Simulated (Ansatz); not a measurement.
Base system: PbO$_{2}$ in the rutile structure (space group P4_2/mnm, No. 136; a = 5.082 Å, c = 3.444 Å). Axes: x, y, z lie along a, b, c of the conventional cell.

Computed with Ansatz (a quantum-chemistry and plane-wave program) PBE, no spin-orbit coupling.

For the base:

| Item | Result |
|---|---|
| Pressure | 0.0 GPa |
| Shortest interatomic distance | 2.207 Å |
| Band gap | zero |

Now apply this change: the cell is compressed by 1.20 % along z with no lateral relaxation; the atoms relax in the strained cell.

Predict the new pressure, energy relative to the base, shortest interatomic distance and band gap.

The pressure (mean of the normal stresses, compression positive) goes from zero to 1.8 GPa; the energy increases by 1.6 meV/atom; the shortest interatomic distance falls by 0.0143 Å to 2.192 Å; the band gap stays zero.

Spin-orbit coupling, missing from the scalar runs, can matter with Pb. No phonon test of stability was made. All final runs are without spin polarisation. A zero or small gap of PbO2 can be the functional's error rather than a property of the material.
